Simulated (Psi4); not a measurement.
Psi4 1.11, HF/def2-svp: germylsilane ([SiH3][GeH3]), 8 atoms. The geometry is a generated start, not checked to be a minimum at this level.

```yaml
task: energy
method: scf
basis: def2-svp
memory: 3 GB
maxiter: 100
keys_of_the_molecule_block: symmetry c1
scf_type: df (default)
e_convergence: 1e-06 (default)
d_convergence: 1e-06 (default)
basis_functions: 80
```

```xyz
8

Si    -1.2092     0.1237     0.0179
Ge     1.1093    -0.1116    -0.0155
H     -1.7911    -0.7067     1.0728
H     -1.5798     1.5178     0.2652
H     -1.7810    -0.2892    -1.2645
H      1.6129    -1.4281    -0.5297
H      1.8482     0.8828    -0.8624
H      1.7907     0.0113     1.3162
```

With the defaults (damping_percentage = 0, scf_initial_accelerator = adiis, soscf = false, soscf_start_convergence = 0.01, diis_max_vecs = 10, guess = auto, which took SAD, diis_start = 1) it converges in 8 SCF iterations. One run each on 2 threads, with these changes:
- diis_max_vecs = 3
- diis_max_vecs = 20
- guess = sadno
- diis_start = 4
- soscf = true, soscf_start_convergence = 0.1
- guess = modhuckel
- damping_percentage = 60
- scf_initial_accelerator = none
- soscf = true, soscf_start_convergence = 0.001

Question: Name the settings that don't reach the solution of the defaults.

Answer: No convergence: damping_percentage = 60 (the run ends without SCF convergence in 100 iterations). The rest reach the solution of the defaults.

| setting | SCF iterations | JK calls | end |
|---|---|---|---|
| soscf = true, soscf_start_convergence = 0.1 | 5 | 16 | same solution |
| soscf = true, soscf_start_convergence = 0.001 | 7 | 18 | same solution |
| the defaults | 8 | 9 | same solution |
| scf_initial_accelerator = none | 8 | 9 | same solution |
| diis_max_vecs = 3 | 8 | 9 | same solution |
| guess = modhuckel | 8 | 24 | same solution |
| guess = sadno | 8 | 8 | same solution |
| diis_max_vecs = 20 | 8 | 9 | same solution |
| diis_start = 4 | 9 | 10 | same solution |
| damping_percentage = 60 | 100 | 101 | no convergence |

An SOSCF iteration holds several JK calls; a Hückel guess adds calls on atoms.
